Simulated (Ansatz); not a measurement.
The starting structures come from a database of crystals and need not be the phases stable at ambient conditions.

 Where the default PAW files enter, the runs use the earlier of Ansatz's two default sets.

Tunnelling through a barrier is set by its complex band structure: the current falls as exp(−2κd) with the smallest κ.

Here is the system:

```yaml
crystal:
  lattice:
    - [3.57033, 0.00000, 0.00000]
    - [0.00000, 8.00755, 0.00000]
    - [1.78516, -2.25623, 8.70695]
  atoms:
    - { symbol: V, position: [0.67890, 0.43730, 0.64220] }
    - { symbol: V, position: [0.12670, 0.77260, 0.74660] }
    - { symbol: V, position: [0.32020, 0.56570, 0.35960] }
    - { symbol: V, position: [0.86900, 0.23030, 0.26200] }
    - { symbol: Ag, position: [0.74700, 0.95870, 0.50600] }
    - { symbol: Ag, position: [0.99970, 0.49810, 0.00060] }
    - { symbol: Ag, position: [0.54730, 0.13520, 0.90540] }
    - { symbol: Ag, position: [0.44970, 0.86900, 0.10060] }
    - { symbol: O, position: [0.34820, 0.29420, 0.30360] }
    - { symbol: O, position: [0.25950, 0.76720, 0.48100] }
    - { symbol: O, position: [0.59130, 0.40140, 0.81740] }
    - { symbol: O, position: [0.87780, 0.01440, 0.24440] }
    - { symbol: O, position: [0.64930, 0.71330, 0.70140] }
    - { symbol: O, position: [0.11910, 0.98810, 0.76180] }
    - { symbol: O, position: [0.18840, 0.50610, 0.62320] }
    - { symbol: O, position: [0.74020, 0.24100, 0.51960] }
    - { symbol: O, position: [0.80850, 0.50330, 0.38300] }
    - { symbol: O, position: [0.03330, 0.76140, 0.93340] }
    - { symbol: O, position: [0.96290, 0.23960, 0.07420] }
    - { symbol: O, position: [0.40790, 0.60030, 0.18420] }
```

Space group of this cell: Cm. The cell is taken as given; by r2SCAN its mean pressure is -1.7 GPa.

Transport runs along the normal of the first two printed cell vectors.

No gap correction and no spin-orbit coupling; mid-gap values are interpolated between computed energies.

Problem. Give the band gap and the smallest decay constant κ at mid-gap that r2SCAN run with Ansatz (a first-principles code) yields.

Solution. Gap 1.61 eV on a 10×4×10 mesh; κ = 0.377 1/Å, at (0.500, 0.000) of the in-plane reciprocal vectors. At the zone centre, at the nearest computed energy, the slowest state has κ = 0.44 1/Å.
